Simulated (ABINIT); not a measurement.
Input and output of a self-consistent single point for CsZn4As3 (P4/mmm, 8 atoms in the cell) (ABINIT).

Computed with LDA (PW92), PAW (JTH v2.0 LDA PAW) (plane waves; ABINIT 10.0.3).

```xyz
8
Lattice="4.1749 0.0000 0.0000 0.0000 4.1749 0.0000 0.0000 0.0000 10.6722" Properties=species:S:1:pos:R:3 pbc="T T T"
Cs     0.0000     0.0000     5.3361
Zn     2.0874     0.0000     9.0310
Zn     2.0874     0.0000     1.6412
Zn     0.0000     2.0874     9.0310
Zn     0.0000     2.0874     1.6412
As     2.0874     2.0874     7.6725
As     2.0874     2.0874     2.9996
As     0.0000     0.0000     0.0000
```

Reference input (self-consistent single point, DFT, LDA (PW92), plane waves, PAW (JTH v2.0 LDA PAW)): pseudos = [Cs.LDA_PW-JTH.xml, Zn.LDA_PW-JTH.xml, As.LDA_PW-JTH.xml]; ecut = 30 Ha; pawecutdg = 60 Ha; pawxcdev = 0; ixc = 7; occopt = 3; tsmear = 0.00367493 Ha; ngkpt = 6 6 2; nshiftk = 1; shiftk = 0.5 0.5 0.5; potentials = JTH v2.0 LDA PAW; nband = 64. This run's input differs from it in these lines:

```diff
@@ -30,3 +30,3 @@
 kptopt 1
-ngkpt 6 6 2
+ngkpt 4 4 2
 nshiftk 1
```

The program printed (abridged):

```
--- !BeginCycle
solver: {iscf: 17, nstep: 80, nline: 4, wfoptalg: 10, }
tolerances: {toldfe: 1.00E-09, }
...

     iter   Etot(hartree)      deltaE(h)  residm     nres2
 ETOT  1  -608.19881016658    -6.082E+02 4.552E+00 5.507E+01
 ETOT  2  -621.33752464324    -1.314E+01 6.106E-01 6.063E+01
 ETOT  3  -621.16867515432     1.688E-01 1.965E-01 1.497E+01
 ETOT  4  -621.18055685178    -1.188E-02 1.066E-01 6.190E+00
 ETOT  5  -621.16442964299     1.613E-02 4.597E-02 1.880E+00
   [... 9 lines left out ...]
 ETOT 15  -621.15725985968     7.386E-09 3.964E-04 5.153E-07
 ETOT 16  -621.15725986078    -1.096E-09 8.594E-05 1.471E-07
 ETOT 17  -621.15725986054     2.415E-10 1.200E-04 2.200E-08
 ETOT 18  -621.15725986120    -6.662E-10 2.849E-05 2.203E-08
 At SCF step   18, etot is converged :
  for the second time, diff in etot=  6.662E-10 < toldfe=  1.000E-09

 Cartesian components of stress tensor (hartree/bohr^3)
  sigma(1 1)=  1.31290847E-04  sigma(3 2)=  0.00000000E+00
  sigma(2 2)=  1.31290847E-04  sigma(3 1)=  0.00000000E+00
  sigma(3 3)=  9.43784454E-05  sigma(2 1)=  0.00000000E+00

 ----iterations are completed or convergence reached----

 reduced coordinates (array xred) for    8 atoms
       0.000000000000      0.000000000000      0.500000002187
       0.500000000000      0.000000000000      0.846220003701
       0.500000000000      0.000000000000      0.153780000673
       0.000000000000      0.500000000000      0.846220003701
       0.000000000000      0.500000000000      0.153780000673
       0.500000000000      0.500000000000      0.718930003144
   [... lines left out ...]
 Fermi (or HOMO) energy (hartree) =   0.21612   Average Vxc (hartree)=  -0.34872
   [... lines left out ...]
'-kT*entropy'       : -1.59816035751256E-05
total_energy        : -6.21157298595720E+02
total_energy_eV     : -1.69025496895288E+04
...

-Cartesian components of stress tensor (GPa)         [Pressure= -3.5007E+00 GPa]
- sigma(1 1)=  3.86270942E+00  sigma(3 2)=  0.00000000E+00
- sigma(2 2)=  3.86270942E+00  sigma(3 1)=  0.00000000E+00
- sigma(3 3)=  2.77670926E+00  sigma(2 1)=  0.00000000E+00

 Calculation completed.
```

The run converged in 18 iterations. Against the reference run the free energy falls by 22.4 meV/atom, the pressure goes from -3.40 to -3.50 GPa, the largest force goes from 0.171 to 0.155 eV/Å and the gap on the mesh goes from 0.724 to 1.589 eV.

The starting cell comes from a database of computed structures (which also holds hypothetical and non-ambient phases and stackings), without a prior relaxation at this level. Another mesh or the band path of this cell gives a smaller gap, so this value is not converged in the mesh.

Cost on one core of a shared machine: roughly 4 min.
